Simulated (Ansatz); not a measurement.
Here is the system:

```
Sn
1.0
    0.00000     3.00878     3.00878
    3.00878     0.00000     3.00878
    3.00878     3.00878     0.00000
Sn
2
Direct
  0.00000   0.00000   0.00000
  0.25000   0.25000   0.25000
```

No spin polarisation.

All numbers come from Kohn–Sham DFT with the PBE functional, run in Ansatz (a first-principles code) with PAW and 420 eV plane waves, no spin-orbit coupling. k-mesh 12×12×12 (Γ-centred); smearing 0.05 eV (Fermi–Dirac).

Predict the band gap and gap character.

The band gap is 0.20 eV and the gap character comes out as indirect, Γ → a point along ⟨100⟩, about 0.9 Å⁻¹ from Γ.

Load acts through the strain it causes; cell and atoms are relaxed under it. Stability against distortions was not tested. Tetrahedral semiconductors of this kind turn to denser phases somewhere between about 1 and 50 GPa; those were not computed, so compressed cells here can lie past the real transition. The cell was made from Sn in the diamond structure (space group Fd-3m, No. 227) by this change: pressure 22.5 GPa. A zero or small gap of Sn can be the functional's error rather than a property of the material.
